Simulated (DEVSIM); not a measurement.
System: illuminated Si n-on-p cell, one wavelength, with a back-surface field, at 300 K.

Layer 1 from the left is Si, thickness (μm) 0.390, Nd (cm⁻³) 6.2e18, τn (s) 6.7e-7, τp (s) 1.4e-5, absorption coefficient (cm⁻¹) 1200. Layer 2 from the left is Si, thickness (μm) 110, Na (cm⁻³) 1.8e15, τn (s) 1.6e-5, τp (s) 1.6e-5, absorption coefficient (cm⁻¹) 1200. Layer 3 from the left is Si, thickness (μm) 1.20, Na (cm⁻³) 3e18, τn (s) 1.6e-5, τp (s) 1.6e-5, absorption coefficient (cm⁻¹) 1200.

Left contact: ohmic, minority hole recombination velocity 200 cm/s. Right contact: ohmic, minority electron recombination velocity 8e6 cm/s. Voltage is applied to the left contact. Recombination: SRH at mid-gap, radiative, Auger. Light enters at the left, 1.8e17 photons cm⁻² s⁻¹, one pass, no reflection. Mobility is constant in doping.

This is a model device: material constants are rounded textbook-type values typed into the input, and sizes, dopings and lifetimes were drawn at random. Values at 300 K.

Si: gap (eV) 1.124, affinity (eV) 4.05, permittivity 11.7, Nc (cm⁻³) 2.86e19, Nv (cm⁻³) 3.1e19, μn (cm²/Vs) 1417, μp (cm²/Vs) 470, B (cm³/s) 4.7e-15, Cn (cm⁶/s) 2.8e-31, Cp (cm⁶/s) 9.9e-32.

Simulated with DEVSIM: 1D drift-diffusion, Boltzmann statistics, complete ionisation; no tunnelling, impact ionisation, image-force lowering or self-heating.

Q: What does the simulation give for the dark forward voltage at 1 A/cm², the share of generated pairs collected at short circuit, the short-circuit current?

A: dark forward voltage at 1 A/cm² 0.694 V; share of generated pairs collected at short circuit 0.986; short-circuit current 28.4 mA/cm².
